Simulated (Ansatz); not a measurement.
The parent structure is InP in the zinc blende structure (space group F-43m, No. 216; a = 5.8784 Å).

Structures relaxed with plane-wave PAW DFT at the PBEsol level (Ansatz, a first-principles code, 420 eV), scalar-relativistic without spin-orbit coupling.

Base:

Simulated powder pattern, Cu Kα1, λ = 1.54056 Å (kinematic, ideal powder, no thermal factors, no anomalous dispersion; the 8 strongest lines at most, above 2 %, up to 2θ = 90°):

| 2θ (°) | I/Imax (%) | hkl |
|---|---|---|
| 26.24 | 100 | (111) |
| 30.39 | 26 | (200) |
| 43.51 | 56 | (220) |
| 51.52 | 45 | (311) |
| 63.22 | 8.8 | (400) |
| 69.66 | 18 | (331) |
| 79.87 | 18 | (422) |
| 85.82 | 14 | (333) |

Now apply this change: the cell is scaled by 0.9700 in all directions, atoms relaxed at fixed cell.

Question: How do the reflections move or split?

Answer: 
Simulated powder pattern, Cu Kα1, λ = 1.54056 Å (kinematic, ideal powder, no thermal factors, no anomalous dispersion; the 8 strongest lines at most, above 2 %, up to 2θ = 90°):

```tsv
2θ (°)	d (Å)	I/Imax (%)	hkl
27.06	3.292	100	(111)
31.35	2.851	26	(200)
44.93	2.016	55	(220)
53.24	1.719	44	(311)
65.41	1.426	8.6	(400)
72.15	1.308	17	(331)
82.87	1.164	18	(422)
89.16	1.097	14	(511)
```

The indices refer to the base's conventional cell; one index is shown for lines that coincide.

The cells carry an imposed strain or load. No phonon test of stability was made.
